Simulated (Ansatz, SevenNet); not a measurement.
For cubic perovskite CsPbBr3 (cubic high-temperature phase), the machine-learned potential SevenNet-0 (trained on PBE and PBE+U data) gives:

```
Property                           Value
------------------------------  --------
lattice parameter a              6.008 Å
bulk modulus                    20.7 GPa
elastic constant C11            45.2 GPa
elastic constant C44            3.92 GPa
Voigt–Reuss–Hill shear modulus  7.71 GPa
```

Task: What does HSE06 (PAW; Ansatz, a quantum-chemistry and plane-wave program) give for the same quantities?

Result: 
- lattice constant a: 5.971 Å (shrinks by 0.6 %)
- bulk modulus: 19.8 GPa (shrinks by 4.3 %)
- elastic constant C11: 46.1 GPa (grows by 2.0 %)
- elastic constant C44: 4.54 GPa (increases by 16 %)
- Voigt–Reuss–Hill shear modulus: 8.58 GPa (increases by 11 %)

Changes are worked out from the printed values.

Unless a cell is named, each level is at its own relaxed cell (SevenNet-0 43.37, HSE06 42.58 Å³/atom).

Levels without +SOC leave out spin–orbit coupling, which shifts energies and cells of such heavy elements.

Caveats: the relaxation could not lower the start's symmetry, so the cell can be a saddle point above a distorted one (SevenNet-0, HSE06). Ansatz's density-functional and Hartree–Fock values are scalar-relativistic unless marked +SOC, with PAW data made under PBE.
